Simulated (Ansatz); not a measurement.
Ge under a change: Se on a Ge site, symmetric start

The reference is a 24-atom supercell of Ge in the diamond structure (space group Fd-3m, No. 227; a = 5.762 Å) at its relaxed geometry.

Now apply this change: a neutral Se on a Ge site, symmetric start, atoms relaxed at fixed cell.

Method: PBE (Ansatz, a quantum-chemistry and plane-wave program), spin-orbit coupling left out, earlier PAW set. Settings: 5×4×5 k-points, 0.05 eV Fermi–Dirac smearing.

The pressure goes from zero to 1.4 GPa and the energy gained by relaxation is 0.33 eV. The largest displacement of a host atom from its site in the perfect cell is 0.15 Å and the mean distance from the defect site to its nearest host atoms grows by 0.14 Å to 2.64 Å.

Final structure:

```
Ge23Se
1.0
    0.00000     5.76221     5.76221
    5.76221    -5.76221     5.76221
    5.76221     5.76221     0.00000
Se Ge
1 23
Cartesian
  2.85063   2.91158   2.85063
  5.76494   5.75949   2.84988
  5.77804   2.87609   5.77804
  2.88612  -0.01583   5.77804
  8.65380   2.87062   8.65380
  5.74683   0.01538   8.66194
  2.84988   5.75949   5.76494
  5.76494   8.67454   5.76494
  5.77804  -0.01583   2.88612
  2.89206  -2.89206   2.89206
  8.66194   0.01538   5.74683
  5.74683  -2.89973   5.74683
  4.40087   4.41728   4.40087
  1.34493   1.36134   4.40087
  7.21513   4.30930   7.21513
  4.31885   1.44336   7.20020
 10.08037   4.31604  10.08037
  7.20839   1.44406  10.08037
  4.40087   7.12356   7.10714
  1.46194   4.30027   7.22415
  7.20020   1.44336   4.31885
  4.31885  -1.43799   4.31885
 10.08037   1.44406   7.20839
  7.12607  -1.36386   7.12607
```

Cost of the whole job for the changed cell (relaxation, final SCF and bands): around 30 core-minutes (rough).

The cell is small, so the values are those of an ordered compound at a high defect concentration; dilute-limit values will differ. The defect started on the symmetric site and kept its symmetry, so it may sit on a saddle. The final runs are not spin-polarised. The defect cell is not spin-polarised.
